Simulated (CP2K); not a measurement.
A self-consistent single point of Rb3Ba (Fm-3m, 4 atoms in the cell) with CP2K.

Method of the run: LDA (Pade form), GPW, DZVP-MOLOPT-PBE-GTH basis, GTH-PBE potentials (POTENTIAL_UZH) in CP2K 2026.2.

```
CELL_PARAMETERS angstrom
      7.72527     0.00000     0.00000
      3.86264     6.69028     0.00000
      3.86264     2.23009     6.30766
ATOMIC_POSITIONS crystal
  Rb 0.25000 0.25000 0.25000
  Rb 0.75000 0.75000 0.75000
  Rb 0.50000 0.50000 0.50000
  Ba 0.00000 0.00000 0.00000
```

Reference input (self-consistent single point, DFT PBEsol, GPW, DZVP-MOLOPT-PBE-GTH basis, GTH-PBE potentials (POTENTIAL_UZH)): CUTOFF = 500 Ry; REL_CUTOFF = 60 Ry; SMEAR/METHOD = FERMI_DIRAC; ELECTRONIC_TEMPERATURE = 580.23 K; KPOINTS/SCHEME = MONKHORST-PACK 4 4 4; GAMMA_CENTERED = T; XC_FUNCTIONAL = PBE:PBESOL; Rb/BASIS_SET = DZVP-MOLOPT-PBE-GTH-q9; Rb/POTENTIAL = GTH-PBE-q9; Ba/BASIS_SET = DZVP-MOLOPT-PBE-GTH-q10; Ba/POTENTIAL = GTH-PBE-q10; METHOD = GPW. This run's input differs from it in these lines:

```diff
@@ -44,6 +44,3 @@
     &XC
-      &XC_FUNCTIONAL
-        &PBE
-          PARAMETRIZATION PBESOL
-        &END PBE
+      &XC_FUNCTIONAL PADE
       &END XC_FUNCTIONAL
```

Log, with long lists cut:

```
 SCF WAVEFUNCTION OPTIMIZATION

  Step     Update method      Time    Convergence         Total energy    Change
     1 NoMix/Diag. 0.20E+00      -     0.51958404       -97.4564301705 -9.75E+01
     2 Broy./Diag. 0.20E+00      -     0.00566145       -97.5023437436 -4.59E-02
     3 Broy./Diag. 0.20E+00      -     0.05753020       -97.2573267722  2.45E-01
     4 Broy./Diag. 0.20E+00      -     0.01130094       -97.2102267350  4.71E-02
     5 Broy./Diag. 0.20E+00      -     0.01004238       -97.2791205108 -6.89E-02
     6 Broy./Diag. 0.20E+00      -     0.00192343       -97.3025632718 -2.34E-02
   [... 12 lines left out ...]
    19 Broy./Diag. 0.20E+00      -     0.00000103       -97.2942367059  1.17E-06
    20 Broy./Diag. 0.20E+00      -     0.00000036       -97.2942274551  9.25E-06
    21 Broy./Diag. 0.20E+00      -     0.00000043       -97.2942201437  7.31E-06
    22 Broy./Diag. 0.20E+00      -     0.00000009       -97.2942180543  2.09E-06
  *** SCF run converged in    22 steps ***

  Overlap energy of the core charge distribution:               0.00000000000000
  Self energy of the core charge distribution:               -193.19957282443619
  Core Hamiltonian energy:                                     40.99265112560098
  Hartree energy:                                              69.29747209280578
  Exchange-correlation energy:                                -14.38268071523642
  Electronic entropic energy:                                  -0.00208773326762
  Fermi energy:                                                 0.07387522815144

  Total energy:                                               -97.29421805434473
  Total energy (extrapolated to T->0):                        -97.29317418771092

   [... lines left out ...]

 STRESS| Analytical stress tensor [bar]
 STRESS|                        x                   y                   z
 STRESS|      x       -2.85415201932E+03  -5.70547112040E-05  -4.03391489348E-05
 STRESS|      y       -5.70547112040E-05  -2.85422731870E+03   1.94229725048E-03
 STRESS|      z       -4.03391489348E-05   1.94229725048E-03  -2.85421682809E+03
 STRESS| 1/3 Trace                                            -2.85419872204E+03
```

The run converged in 22 iterations. Against the reference run the pressure goes from 0.07 to -0.29 GPa.

The starting cell comes from a database of computed structures (which also holds hypothetical and non-ambient phases and stackings), without a prior relaxation at this level. Its lattice was rescaled by a random factor within 2.5 % of one. Values carry the incompleteness of an atom-centred basis. The potentials were made for another functional than the one used.

Cost on one core of a shared machine: roughly 40 s.
